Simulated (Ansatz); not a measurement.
# SrTiO3: carrier doping

Start from SrTiO$_{3}$ in the cubic perovskite structure (space group Pm-3m, No. 221; a = 3.936 Å).

Carriers are added at fixed cell with a uniform background; the Fermi–Dirac width is that of 300 K.

Levels (all Ansatz, an electronic-structure program, PAW, earlier PAW set): PBE (420 eV, spin-orbit coupling left out); r2SCAN (500 eV, spin-orbit coupling left out).

The base cell above is that of PBE; each level relaxes its own structures.

Notes on the quantities. Fermi level from band edge: Fermi level relative to the doped band's edge (positive inside the band; to 0.05 eV).

```tsv
case	Fermi level from band edge, PBE	Fermi level from band edge, r2SCAN
electrons 2.0×10^21 cm⁻³	+0.20 eV	+0.20 eV
electrons 3.0×10^21 cm⁻³	+0.30 eV	+0.25 eV
electrons 5.0×10^21 cm⁻³	+0.40 eV	+0.40 eV
electrons 7.0×10^21 cm⁻³	+0.55 eV	+0.55 eV
holes 2.0×10^21 cm⁻³	+0.10 eV	+0.10 eV
holes 3.0×10^21 cm⁻³	+0.10 eV	+0.10 eV
holes 5.0×10^21 cm⁻³	+0.15 eV	+0.15 eV
holes 7.0×10^21 cm⁻³	+0.25 eV	+0.25 eV
```

The two levels differ by at most about 0.05 eV. Near ties aside, they put the cases in the same order.

Charged cell with a jellium background: band edges are those of the host's band count, energies are not comparable with the neutral cell, and many-body gap narrowing is missing. Whether these cells are dynamically stable was not tested. The final runs are not spin-polarised. Many cubic perovskites are stable only at high temperature; tilts and polar distortions were not tested.
